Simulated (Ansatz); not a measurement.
# PBE against r2SCAN: ZnS, pressure 3 GPa

The parent structure is ZnS in the wurtzite structure (space group P6_3mc, No. 186; a = 3.845 Å, c = 6.306 Å).

(Cell as relaxed with PBE.)

Levels (all Ansatz, an electronic-structure program, PAW): PBE (420 eV, no SOC); r2SCAN (500 eV, no spin-orbit coupling).

Each level relaxes its own structure.

```tsv
base	PBE	r2SCAN
volume per atom	20.18 Å³	19.59 Å³
lattice parameter a	3.845 Å	3.806 Å
band gap	2.08 eV	2.78 eV
```

It is then changed as follows: cell and atoms relaxed at a pressure of 3 GPa.

```json
[
 {"quantity": "electron mass", "PBE": "0.16 mₑ along c, 0.19 mₑ across (at Γ)", "r2SCAN": "0.18 mₑ along c, 0.21 mₑ across (at Γ)"},
 {"quantity": "valence-band top at Γ (three highest levels, from the VBM)", "PBE": "0.00, 0.00, -0.09 eV", "r2SCAN": "0.00, 0.00, -0.10 eV"},
 {"quantity": "gap character", "PBE": "direct at Γ", "r2SCAN": "direct at Γ"},
 {"quantity": "band gap", "PBE": "2.25 eV", "r2SCAN": "2.94 eV"},
 {"quantity": "shortest interatomic distance", "PBE": "2.326 Å", "r2SCAN": "2.306 Å"}
]
```

PBE's band gap lies 0.69 eV below r2SCAN's; PBE's shortest interatomic distance lies 0.020 Å above r2SCAN's (0.9 %); the two agree on the gap character. Neither level is exact; r2SCAN is the comparison here, not a measurement.

Load acts through the strain it causes; cell and atoms are relaxed under it. Effective masses come from finite differences of ±0.01 Å⁻¹. Stability against distortions was not tested. Tetrahedral semiconductors of this kind turn to denser phases somewhere between about 1 and 50 GPa; those were not computed, so compressed cells here can lie past the real transition.
